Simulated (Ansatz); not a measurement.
Effect of pressure 0.7 GPa on PtTe2

Base system: PtTe2 (space group P-3m1, No. 164; a = 4.009 Å, c = 4.959 Å; layered).

Modification: a hydrostatic pressure of 0.7 GPa.

Level of theory: DFT with PBEsol-D3(BJ), PAW potentials and a 420 eV plane-wave cutoff in Ansatz (a quantum-chemistry and plane-wave program), without spin-orbit coupling. Settings: 13×13×10 k-points, 0.05 eV Fermi–Dirac smearing.

```json
[
 {"quantity": "density", "base": "10.83 g/cm³", "changed": "10.92 g/cm³", "shift": "+0.09 g/cm³"},
 {"quantity": "lattice parameter a", "base": "4.009 Å", "changed": "4.003 Å", "shift": "-0.006 Å"},
 {"quantity": "c/a ratio", "base": "1.237", "changed": "1.232", "shift": "-0.005"},
 {"quantity": "shortest interatomic distance", "base": "2.675 Å", "changed": "2.671 Å", "shift": "-0.004 Å"},
 {"quantity": "enthalpy H = E + PV relative to the base's energy", "base": "–", "changed": "+0.10 eV/atom", "shift": "–"},
 {"quantity": "band gap", "base": "zero", "changed": "zero", "shift": "–"}
]
```

Load acts through the strain it causes; cell and atoms are relaxed under it. No phonon test of stability was made. All final runs are without spin polarisation.
